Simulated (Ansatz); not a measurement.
Consider a periodic stack without vacuum, fcc Pt (0 0 1) on cubic KTaO3 (0 0 1) (film strained to the substrate, started from cuts of the bulks and a machine-learned relaxation; slabs K4O10Ta3 and Pt12, which can lie off the formulas): substrate slab K4O10Ta3, film Pt12, surface cells [[0, 1], [-1, 0]] and [[0, -1], [2, 1]], film strained by +1.4 and +1.4 %, outermost planes KO/KO and Pt/Pt as cut, which need not be the usual terminations and can put a slab off its formula. Its start:

```
CELL_PARAMETERS angstrom
      4.02459     0.00000     0.00073
      0.00000     4.02459     0.02552
      1.68193    -1.84279    28.39241
ATOMIC_POSITIONS crystal
  K  0.98685 0.04528 0.04966
  O  0.48196 0.54764 0.05791
  K  0.92367 0.10250 0.19701
  Ta 0.45531 0.57318 0.12290
  O  0.95280 0.57449 0.12866
  O  0.45288 0.07537 0.12866
  O  0.42247 0.60494 0.20111
  K  0.86165 0.16281 0.34452
  Ta 0.39243 0.63265 0.27075
  O  0.89411 0.63557 0.27073
  O  0.39525 0.13423 0.27072
  O  0.36416 0.66134 0.34034
  K  0.80160 0.21769 0.49153
  Ta 0.33139 0.69223 0.41860
  O  0.83380 0.69157 0.41276
  O  0.33379 0.19024 0.41275
  O  0.30409 0.71704 0.48359
  Pt 0.29741 0.59970 0.66699
  Pt 0.79654 0.10144 0.66691
  Pt 0.82609 0.58079 0.60098
  Pt 0.32303 0.07564 0.60085
  Pt 0.23944 0.65035 0.80396
  Pt 0.73914 0.15087 0.80400
  Pt 0.76822 0.62518 0.73552
  Pt 0.26801 0.12461 0.73551
  Pt 0.18506 0.69783 0.93872
  Pt 0.68110 0.20244 0.93874
  Pt 0.71126 0.67680 0.87255
  Pt 0.21006 0.17533 0.87256
```

The start was prepared with a machine-learned potential, and the result is one local minimum, with the in-plane cell held and forces under 0.04 eV/Å; the film can end far from its bulk form.

Level of theory: PBE (plane waves to 420 eV, PAW; Ansatz, a program for electronic structure). Scalar-relativistic, without spin–orbit coupling; the runs are not spin-polarised; PBE gaps are too small against experiment. Its k-point mesh 8×8×1, Fermi–Dirac width 0.05 eV.

Task: Predict the relaxed interface.

Result: 
- interface area: 16.2 Å²
- period: 29.34 Å
- heights between the nearest atoms of the two slabs at the two interfaces: 3.48 and 3.50 Å
- K–Pt contacts across the interfaces within 1.22 times the sum of covalent radii: 4, mean 3.83 Å
